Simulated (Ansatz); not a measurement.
Data:

```
KI
1.0
    4.29190     0.00000     0.00000
    0.00000     4.20649     0.00000
    0.00000     0.00000     4.29190
K I
1 1
Direct
  0.00000   0.00000   0.00000
  0.50000   0.50000   0.50000
```

No spin polarisation.

All numbers come from Ansatz (an electronic-structure program), r2SCAN, PAW, cutoff 500 eV, spin-orbit coupling left out. Settings: 8×8×8 k-points, 0.05 eV Fermi–Dirac smearing.

**Question.** What stress (xx, yy, zz, yz, xz, xy; compression positive) does the calculation give?

**Answer.** (0.09, 0.77, 0.09, 0.00, 0.00, 0.00) GPa.

**Question.** What electron mass does the calculation give?

**Answer.** 0.33 mₑ along y, 0.29 mₑ across (at Γ).

**Question.** What is the computed space group?

**Answer.** P4/mmm (No. 123).

Spin-orbit coupling, missing from the scalar runs, can matter with I. The levels and masses belong to the bands next to the band gap. The cells carry an imposed strain or load. Effective masses come from finite differences of ±0.01 Å⁻¹. No phonon test of stability was made. The cell was made from KI in the CsCl type structure (space group Pm-3m, No. 221; a model cell, its experimental status unchecked) by this change: uniaxial strain ε_yy = −1.99 %. This is not the structure that KI has at room temperature and ambient pressure.
